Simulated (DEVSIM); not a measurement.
System: abrupt Si p-n junction, at 400 K.

```tsv
layer (left to right)	material	thickness (μm)	Nd (cm⁻³)	Na (cm⁻³)	τn (s)	τp (s)
1	Si	7.00	-	3.8e17	0.0009	0.0009
2	Si	0.350	1.7e17	-	0.0009	0.0009
```

Left contact: ohmic. Right contact: ohmic. Voltage is applied to the left contact. Recombination: SRH at mid-gap, radiative, Auger. Gap narrowing is on: ΔEg = 6.92 meV × (l + √(l² + 0.5)), l = ln(N/1.3e17 cm⁻³), shared equally by both band edges. Mobility is constant in doping.

The device is made up for the run: typed textbook-type constants, with dimensions and the other settings drawn at random. Values at 300 K; Nc and Nv go as T^1.5, mobilities as T to minus their exponent, the gap by Varshni's rule with the affinity fixed.

| parameter | Si |
|---|---|
| gap (eV) | 1.124 |
| affinity (eV) | 4.05 |
| permittivity | 11.7 |
| Nc (cm⁻³) | 2.86e19 |
| Nv (cm⁻³) | 3.1e19 |
| μn (cm²/Vs) | 1417 |
| μp (cm²/Vs) | 470 |
| T exponent of μn | 2.3 |
| T exponent of μp | 2.2 |
| B (cm³/s) | 4.7e-15 |
| Cn (cm⁶/s) | 2.8e-31 |
| Cp (cm⁶/s) | 9.9e-32 |
| Varshni α (eV/K) | 0.000473 |
| Varshni β (K) | 636 |

DEVSIM, 1D drift-diffusion, Boltzmann statistics, complete ionisation; no tunnelling, impact ionisation, image-force lowering or self-heating.

**Question.** Give the dark forward current.

**Answer.** 
```
V (V)  J (A/cm²)
-----  ---------
0.05      3.8e-5
0.10     0.00020
0.15     0.00088
0.20      0.0038
0.25       0.016
0.30       0.068
0.35        0.29
0.40         1.2
0.45         5.1
0.50          21
0.55          82
0.60         270
0.65         700
0.70        1400
0.75        2400
```
